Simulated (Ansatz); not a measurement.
## MoGe (model structure, started from the MnP type, Pnma, No. 62, 8 atoms in the cell)

All values below come from PBE-D3(BJ) in Ansatz (PAW).

Settings: plane-wave cutoff 500 eV, 8×12×6 k mesh (along the axes of the cell as run), Fermi–Dirac smearing 0.05 eV, no spin polarisation, scalar-relativistic PAW data made under PBE.

Cell (relaxed at this level):

MoGe is modelled in the orthorhombic space group Pnma (No. 62), Pearson symbol oP8. Cell: a = 5.999 Å, b = 3.200 Å, c = 6.602 Å, α = β = γ = 90.00°. Mo on 4c is surrounded by 6 Ge at 2.538–2.736 Å and 2 Mo at 2.795 Å and 2 Mo at 3.165 Å. Ge on 4c sees 6 Mo at 2.538–2.736 Å and 2 Ge at 2.717 Å. (Neighbours: up to the widest gap in distance over summed covalent radii, below 1.35, at either atom; cation-cation and far metal-metal contacts left out.)

- band gap = zero (no gap)

Note: the relaxation could raise the start's symmetry but not lower it, so the cell can be a saddle point.

Spin–orbit coupling is not included.

Static lattice: no zero-point or thermal effects.

It cost roughly 5 core-minutes of CPU time.

A model structure was made by putting elements into a prototype or built by hand; it is no filed structure, need not be a known phase, and can be a saddle point held by its symmetry.

Ansatz is a quantum-chemistry and plane-wave program.
